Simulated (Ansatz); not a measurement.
System: KSrH3 (model structure, started from the KMgH3 type, Pm-3m, No. 221, 5 atoms in the cell). Method: HSE06+SOC in Ansatz (plane waves, PAW).

Numerical settings: plane-wave cutoff 460 eV, 6×6×6 k mesh, Fermi–Dirac smearing 0.01 eV, PAW data made under PBE.

Cell (relaxed with PBEsol):

Space group Pm-3m (No. 221); a = 4.7194 Å, b = 4.7194 Å, c = 4.7194 Å, α = 90.00°, β = 90.00°, γ = 90.00°

```tsv
atom	site	symmetry	x	y	z
K	1a	m-3m	0.0000	0.0000	0.0000
Sr	1b	m-3m	0.5000	0.5000	0.5000
H	3c	4/mm.m	0.0000	0.5000	0.5000
```

**Question.** Predict the band gap, smallest direct gap on the k points sampled and direct gap at Γ.

**Answer.** 
* **band gap**: 3.71 eV (on the SCF k mesh) (indirect)
* **smallest direct gap on the k points sampled**: 3.79 eV
* **direct gap at Γ**: 8.65 eV

Note: the relaxation could raise the start's symmetry but not lower it, so the cell can be a saddle point; cell and atoms aren't relaxed at this level (pressure 0.7 GPa).

The computed numbers hold no vibrational or temperature effects.

A model structure was made by putting elements into a prototype or built by hand; it is no filed structure, need not be a known phase, and can be a saddle point held by its symmetry.

Ansatz is an electronic-structure program.
